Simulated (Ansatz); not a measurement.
# ZnCu2SnS4 under a change: Al on a Cu site, symmetric start

Take an 8-atom supercell of ZnCu$_{2}$SnS$_{4}$ (space group I-4, No. 82; a = 5.374 Å, c = 10.754 Å) at its relaxed geometry as the base.

Now apply this change: a neutral Al on a Cu site, symmetric start, atoms relaxed at fixed cell.

Method: Ansatz (a program for electronic structure) PBEsol, no spin-orbit coupling. Settings: 5×5×5 k-points, 0.01 eV Fermi–Dirac smearing.

```json
{
 "pressure": "8.2 GPa (base 0.0 GPa)",
 "energy_gained_by_relaxation": "0.97 eV",
 "largest_displacement_of_a_host_atom_from_its_site_in_the_perfect_cell": "0.21 Å",
 "mean_distance_from_the_defect_site_to_its_nearest_host_atoms": "2.22 Å (base 2.27 Å)"
}
```

Final structure:

```xyz
8
Lattice="-2.6868 2.6868 5.3770 5.3737 0.0000 0.0000 0.0000 5.3737 0.0000" Properties=species:S:1:pos:R:3 pbc="T T T"
Al     0.0000     0.0000     0.0000
Cu     0.0000     2.6868     2.6885
Zn     2.6868     5.3737     2.6885
Sn     2.6868     2.6868     0.0000
S      1.5274     6.9355     3.8598
S     -1.5274     3.8119     3.8598
S      4.2486     1.1594     1.5172
S      1.1251     4.2143     1.5172
```

The magnetic state is the one reached from the starting moments; the real material's order can differ, and small cells can't hold many antiferromagnetic ones. In so small a cell the defect repeats every few ångströms: this is an ordered compound, not a dilute defect. The defect started on the symmetric site and kept its symmetry, so it may sit on a saddle. Seeded moments were not kept for Al on a Cu site. Spin-polarised in the final run: Al on a Cu site; the other runs are not. The defect cell is spin-polarised and ends with 0.0 μB.
